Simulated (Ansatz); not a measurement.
Carrier properties of BAs under load (space group I-4m2)

Input:

```
CELL_PARAMETERS angstrom
      0.00000     2.31799     2.41783
      2.31799     0.00000     2.41783
      2.31799     2.31799     0.00000
ATOMIC_POSITIONS crystal
  B  0.00000 0.00000 0.00000
  As 0.25000 0.25000 0.25000
```

The numbers are results of r2SCAN with spin-orbit coupling, rigid bands (plane waves, PAW; Ansatz, a quantum-chemistry and plane-wave program), not measurements. Condition of this run: biaxial stress in (001) of 9.6 GPa (compression positive) (the target of the relaxation). How the cell was made: cell and atoms relaxed with PBEsol, then loaded as said.

```json
{
  "band_gap": "0.91 eV",
  "electron conductivity mass (300 K, dilute)": "0.36 (x), 0.36 (y), 0.22 (z) mₑ",
  "hole conductivity mass (300 K, dilute)": "0.31 (x), 0.31 (y), 0.22 (z) mₑ",
  "effective density of states N_c (300 K)": "2.3e19 cm⁻³",
  "effective density of states N_v (300 K)": "3.7e18 cm⁻³",
  "density_of_states_mass_electrons": "0.94 mₑ",
  "density_of_states_mass_holes": "0.28 mₑ",
  "Seebeck coefficient, n-type 1e19 cm⁻³, 300 K": "-285 μV/K",
  "best n-type power factor at 300 K for τ = 10 fs (best axis; densities from 1e16 to 1e21 cm⁻³ tried, whether or not they can be reached)": "15.9 μW/(cm·K²) at 1e20 cm⁻³",
  "Seebeck coefficient, p-type 1e19 cm⁻³, 300 K": "196 μV/K",
  "best p-type power factor at 300 K for τ = 10 fs (best axis; densities from 1e16 to 1e21 cm⁻³ tried, whether or not they can be reached)": "6.2 μW/(cm·K²) at 1e20 cm⁻³"
}
```

Rigid bands; masses and Seebeck coefficients take one relaxation time τ for all states and one kind of carrier; polarons and phonon drag are left out. Geometry: cell and atoms relaxed with PBEsol.
